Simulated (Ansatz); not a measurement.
The starting structures come from a database of crystals and need not be the phases stable at ambient conditions.

 Where the default PAW files enter, the runs use the earlier of Ansatz's two default sets.

By PBEsol, the system below comes out a metal.

Without scattering a metal conducts by its projected Fermi surface.

Data:

```yaml
crystal:
  lattice:
    - [2.86385, 0.00000, 0.00000]
    - [0.00000, 4.60763, 0.00000]
    - [1.43193, 0.00000, 2.53079]
  atoms:
    - { symbol: Ag, position: [0.33333, 0.75000, 0.33333] }
    - { symbol: Ag, position: [0.66667, 0.25000, 0.66667] }
```

Space group of this cell: Cmcm. The cell is strained (lengths across the current scaled by 0.98, ions clamped).

The current flows along the normal of the first two printed cell vectors. No spin-orbit coupling; the value is a mean over 0.1 eV about the Fermi level.

Predict the ballistic conductance per area from PBEsol run with Ansatz (a program for electronic structure).

0.85 × 10¹⁵ S/m² for both spins.
